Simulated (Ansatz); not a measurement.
# Response to strain in Ti

The reference is Ti in the hcp (Mg type) structure (space group P6_3/mmc, No. 194; a = 2.902 Å, c = 4.593 Å; relaxed with 0.1 eV smearing).

Strains are applied to the cell and any free atomic positions relax.

Level of theory: PBEsol (Ansatz, a first-principles code; PAW; 420 eV plane waves; no SOC).

Notes on the quantities. pressure: mean of the normal stresses, compression positive; energy relative to the base: free energy F.

| change | pressure | energy relative to the base | shortest interatomic distance |
|---|---|---|---|
| base | 0.0 GPa | 0 meV/atom | 2.843 Å |
| isotropic strain −2.50 % | ? | ? | 2.772 Å |
| isotropic strain −2.00 % | 8.0 GPa | +23 meV/atom | 2.786 Å |
| isotropic strain −1.50 % | 5.8 GPa | +13 meV/atom | 2.800 Å |
| isotropic strain −1.00 % | 3.8 GPa | +5.7 meV/atom | 2.814 Å |
| isotropic strain −0.50 % | 1.8 GPa | +1.4 meV/atom | 2.828 Å |
| isotropic strain +0.50 % | -1.7 GPa | +1.4 meV/atom | 2.857 Å |
| isotropic strain +1.00 % | -3.4 GPa | +5.4 meV/atom | 2.871 Å |
| isotropic strain +1.50 % | -4.9 GPa | +12 meV/atom | 2.885 Å |
| isotropic strain +2.50 % | -7.7 GPa | +33 meV/atom | 2.914 Å |

**Question.** Complete the table.

**Answer.** 
- isotropic strain −2.50 %, pressure: 10.3 GPa
- isotropic strain −2.50 %, energy relative to the base: +37 meV/atom

Whether these cells are dynamically stable was not tested. All final runs are without spin polarisation.
